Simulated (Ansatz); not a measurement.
Start from PtTe₂ (space group P-3m1, No. 164; layered; relaxed with 0.1 eV smearing).

```
PtTe2
1.0
    4.00901     0.00000     0.00000
   -2.00450     3.47190     0.00000
    0.00000     0.00000     4.96000
Te Pt
2 1
Cartesian
  0.00000   2.31460   1.34128
  2.00450   1.15730   3.61872
  0.00000   0.00000   0.00000
```

Cartesian axes are those of the cell as printed.

Computed with PBEsol-D3(BJ), PAW, 420 eV (Ansatz, a quantum-chemistry and plane-wave program; without spin-orbit coupling).

Now apply this change: uniaxial strain ε_zz = −3.00 %, all other strain components held at zero; the atoms relax in the strained cell.

Q: Predict the stress tensor and what it implies for the stiffness.

A: Stress of the strained cell less that of the base (GPa, compression positive):
```
    2.1     0.0     0.0
    0.0     2.1     0.0
    0.0     0.0     3.3
```

Then −Δσ_ii/ε with ε = -0.0300 gives secant stiffness values (nonlinear terms included at this strain): C33 ≈ 111 GPa, C13 ≈ 69 GPa and C23 ≈ 69 GPa.

As a check, the harmonic strain energy −½ V₀ Δσ:ε is 7.2 meV/atom; the computed energy rise is 6.9 meV/atom.

Stability against distortions was not tested. All final runs are without spin polarisation.
